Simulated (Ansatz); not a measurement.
An Ansatz (a quantum-chemistry and plane-wave program) run: Cr2C with a change (biaxial strain +1.52 %, plane normal [001], relaxed out of plane); PBEsol in Ansatz (plane waves to 420 eV, PAW, no spin-orbit coupling).

Input:

Ansatz 0.2 input:
```yaml
crystal:
  lattice:
    - [2.8400207888, 0, 0]
    - [1.4200103944, 2.4595301504, 0]
    - [0, 0, 4.1859964051]
  atoms:
    - { symbol: Cr, position: [0.6666666667, 0.6666666667, 0.2470429217] }
    - { symbol: Cr, position: [0.3333333333, 0.3333333333, 0.7529570783] }
    - { symbol: C, position: [0, 0, 0.5] }
basis: { ecutwfc: 420, ecutrho_ratio: 4, xc_grid: 2, fft_grid_basis: typed }
kpoints: { mp_grid: { grid: [24, 24, 14] } }
hamiltonian:
  xc: pbesol
  dispersion: none
  pseudopotentials: { kind: paw }
scf: { occupations: { method: fermi_dirac, width: 0.1 } }
relax: { f_tol: 0.005, max_steps: 50, cell: { stress_tol: 0.01, fix: [a, b, gamma] } }
output: { forces: true, stress: true }
checkpoint: { write: state.ck, write_every: 1000 }
```

Output (explanatory and most iteration lines left out):

```
Relaxation: its limit of steps is 50 (relax.max_steps)
Pseudopotential: Cr, paw, valence charge 14
Pseudopotential: C, paw, valence charge 4
Crystal: 3 atoms, lattice volume = 29.240 Å³
Basis set: ecut = 420 eV, 577 PW (Γ), exchange–correlation on 40×40×60 points (8 copies of the dense FFT grid, shifted against one another)
Bands: 20, of which v1, the nominal top of the filled ones, is band 16 counted from 1 (15 counted from 0)
Symmetry: 12 space group operations
Space group: P-3m1 (ITA 164), of the structure as read, at distance tolerance 3.1e-5 Å
k-points: 776 of 8064
Functional: x = pbesol(κ = 0.804, μ = 0.12345679012345678), c = pbesol(β = 0.046)
SCF iter   1: F=—  HF=-6945.458729 eV  |F-HF|=—  |Δ(HF+E_count)|=         —  Δρ=1.84e-2  dr2=7.30e-2  ethr=1.77e-3  ⟨swp⟩=4.5  Hψ=120218  notcnv=0
SCF iter   2: F=—  HF=-6945.443164 eV  |F-HF|=—  |Δ(HF+E_count)|=   1.56e-2  Δρ=7.55e-3  dr2=1.34e-2  ethr=2.28e-4  ⟨swp⟩=2.1  Hψ=29877  notcnv=0  defer=15
SCF 1 converged in 6 iterations: F = -6945.439919 eV  dr2 = 1.20e-8
relax step   1: F+E_penalty+E_count = -6945.43991950 eV  Δ(F+E_penalty+E_count) = +0.000e0 eV  max|allowed force component| = 2.651e-1 eV/Å  Δτ_max = 0.0000 Å  P = -6.686 GPa  Ω = 29.240 Å³  fix = [a, b, gamma]  reactions: a -9.110, b -9.110 GPa  (6 SCF iters, dr2 threshold 1.00e-7 eV, accepted)
[... steps on the carried basis left out ...]
relax step   5: F+E_penalty+E_count = -6945.44268997 eV  Δ(F+E_penalty+E_count) = -1.040e-5 eV  max|allowed force component| = 2.688e-5 eV/Å  Δτ_max = 0.0002 Å  P = -5.139 GPa  Ω = 29.182 Å³  energy of the carried Pulay correction = +1.020e-4 eV  fix = [a, b, gamma]  reactions: a -7.707, b -7.707 GPa  (6 SCF iters, dr2 threshold 1.17e-8 eV, accepted)
Crystal: 3 atoms, lattice volume = 29.182 Å³
SCF iter   1: F=—  HF=-6945.442604 eV  |F-HF|=—  |Δ(HF+E_count)|=         —  Δρ=8.29e-6  dr2=3.43e-9  ethr=4.36e-9  ⟨swp⟩=3.4  Hψ=114572  notcnv=0
SCF iter   2: F=—  HF=-6945.442589 eV  |F-HF|=—  |Δ(HF+E_count)|=   1.51e-5  Δρ=4.27e-6  dr2=9.78e-10  ethr=1.07e-11  ⟨swp⟩=2.4  Hψ=32948  notcnv=0
SCF 6 converged in 9 iterations: F = -6945.442589 eV  dr2 = 6.15e-19
SCF converged after 9 iterations
Free energy (F): -6945.442589 eV
Internal energy: -6945.366966 eV  (E = F + TS)
E sigma→0 (E₀):  -6945.404777 eV
Entropy (-TS):   -0.075623 eV (-25.208 meV/atom)
Fermi energy:    17.906948 eV
--- Forces (eV/Å), atoms counted from 1 ---
  atom   1  Cr     0.00000000     0.00000000    -0.00003180
  atom   2  Cr    -0.00000000    -0.00000000     0.00003180
  atom   3  C      0.00000000     0.00000000     0.00000000
--- Stress (GPa, compression-positive) ---
       -7.710139       0.000000      -0.000000
        0.000000      -7.710139       0.000000
       -0.000000       0.000000      -0.008310
  P = ⅓ Tr σ = -5.1429 GPa (-51.429 kbar)
--- Relaxed structure (5 steps of the walk, 5 accepted, 1 SCFs on fresh bases) ---
  cell:  # Å, volume = 29.1816 Å³
    - [2.8400207888134408, 2.958974468396626e-97, -1.4795282150439526e-34]
    - [1.4200103944067204, 2.45953015038836, 2.4834670935013396e-32]
    - [-2.180723399565523e-34, 4.239326288755378e-32, 4.17768685103894]
  atoms:
    - { symbol: Cr, position: [0.6666666666666667, 0.6666666666666666, 0.24913827351256648] }
    - { symbol: Cr, position: [0.33333333333333337, 0.3333333333333333, 0.7508617264874334] }
    - { symbol: C, position: [-6.310055141528237e-35, 7.463425394294328e-35, 0.49999999999999994] }
```

No phonon test of stability was made. All final runs are without spin polarisation. The cell was made from Cr2C (space group P-3m1, No. 164; non-magnetic; a cell from a computed database, its experimental status unchecked) by this change: biaxial strain +1.52 %, plane normal [001], relaxed out of plane.
